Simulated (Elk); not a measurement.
Band structure of NbC (Fm-3m, 2 atoms in the cell).

```
CELL_PARAMETERS angstrom
      0.00000     2.22632     2.22632
      2.22632     0.00000     2.22632
      2.22632     2.22632     0.00000
ATOMIC_POSITIONS crystal
  Nb 0.00000 0.00000 0.00000
  C  0.50000 0.50000 0.50000
```

Computed with PBE, all-electron FP-LAPW, Elk's shipped species files, APW+lo basis with extra local orbitals in Elk.

Settings: xctype = 20; rgkmax = 7.5; stype = 0; swidth = 0.00367493 Ha; ngridk = 10 10 10; gmaxvr = 16 1/bohr; nxlo = 2; lorbcnd = true; rmtscf = 0.89; lmaxi = 2; maxscl = 100.

The starting cell comes from a database of computed structures (which also holds hypothetical and non-ambient phases and stackings), without a prior relaxation at this level. Its lattice was rescaled by a random factor within 2.5 % of one. Spin polarisation is off. Values depend on the basis (sphere radii, cutoffs, local orbitals), which need not be converged.

Levels in eV from the Fermi level, bands 5 to 12:
```csv
point,5,6,7,8,9,10,11,12
Γ,-13.39,-1.25,-1.25,-1.25,-0.14,-0.14,-0.14,0.46
X,-12.07,-4.17,-3.75,-1.22,-1.22,2.13,3.38,3.38
W,-11.24,-4.59,-4.32,-4.32,1.65,1.65,3.39,5.39
K,-11.33,-5.11,-4.13,-3.43,-0.22,2.62,3.57,5.77
L,-9.66,-7.54,-5.09,-5.09,2.26,2.26,3.73,5.90
U,-11.33,-5.11,-4.13,-3.43,-0.22,2.62,3.57,5.77
```

Bands cross the Fermi level along this path, so the cell is metallic at this level.
